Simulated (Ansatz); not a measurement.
The parent structure is CsPbCl3 in the cubic perovskite structure (space group Pm-3m, No. 221; a = 5.619 Å). Axes: x, y, z lie along the cube axes.

Computed with PBEsol (Ansatz, a first-principles code; PAW; 420 eV plane waves; spin-orbit coupling left out).

Base values:

| Quantity | Value |
|---|---|
| Pressure | 0.00 GPa |
| Valley order | R along ⟨111⟩ 1.83 eV; Γ 3.24 eV |

The change: uniaxial strain ε_zz = +1.05 %, all other strain components held at zero, atoms relaxed at fixed cell.

Problem. How does this affect the pressure?

Solution. The pressure (mean of the normal stresses, compression positive) goes from zero to -0.25 GPa.

Problem. What does the calculation give for the electron mass after the change?

Solution. The electron mass amounts to 0.11 mₑ along z, 0.83 mₑ across (at R).

Problem. What happens to the energy relative to the base?

Solution. The energy rises by 0.7 meV/atom.

Problem. How does this affect the valley order?

Solution. The valley order (the lowest conduction-band minima on the path, energy above the VBM, named in the base's zone) becomes R along [111] 1.83 eV; Γ 3.30 eV (base: R along ⟨111⟩ 1.83 eV; Γ 3.24 eV).

With Pb present, leaving out spin-orbit coupling can change the band edges. The levels and masses belong to the bands next to the band gap. Masses are band curvatures over ±0.01 Å⁻¹ around the edge. Whether these cells are dynamically stable was not tested. Many cubic perovskites are stable only at high temperature; tilts and polar distortions were not tested. This is not the structure that CsPbCl3 has at room temperature and ambient pressure.
